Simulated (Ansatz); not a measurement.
**MgI2: isotropic strain −2.00 %**

The reference is MgI₂ in the CdI2 type structure (space group P-3m1, No. 164; a = 4.0597 Å, c = 6.5802 Å; layered, stacked along the Cartesian z axis).

It is then changed as follows: an isotropic linear strain of −2.00 %, atoms relaxed at fixed cell.

The values are results of PBEsol-D3(BJ) (Ansatz, a quantum-chemistry and plane-wave program, PAW, scalar-relativistic without spin-orbit coupling), not measurements. Settings: 9×9×5 k-points, 0.05 eV Fermi–Dirac smearing.

The volume per atom decreases by 1.84 Å³ to 29.47 Å³ and the space group remains P-3m1 (No. 164). The shortest interatomic distance decreases by 0.033 Å, from 2.879 Å to 2.846 Å and the energy increases by 9.2 meV/atom. The pressure (mean of the normal stresses, compression positive) goes from zero to 1.71 GPa and the band gap shrinks by 0.04 eV to 3.30 eV. The gap character is still indirect, Γ → L–M (40 % along) and the smallest direct gap rises by 0.18 eV (3.69 eV → 3.87 eV). The mean gap deformation potential ΔEg/Δln V amounts to +0.6 eV and the width of the top valence band grows by 0.27 eV (1.70 eV → 1.97 eV). The valence-band top at Γ (three highest levels, from the VBM) changes from 0.00, -0.14, -0.14 eV to 0.00, -0.10, -0.10 eV and the largest internal atomic displacement amounts to 0.042 Å.

Spin-orbit coupling, missing from the scalar runs, can matter with I. No phonon test of stability was made.
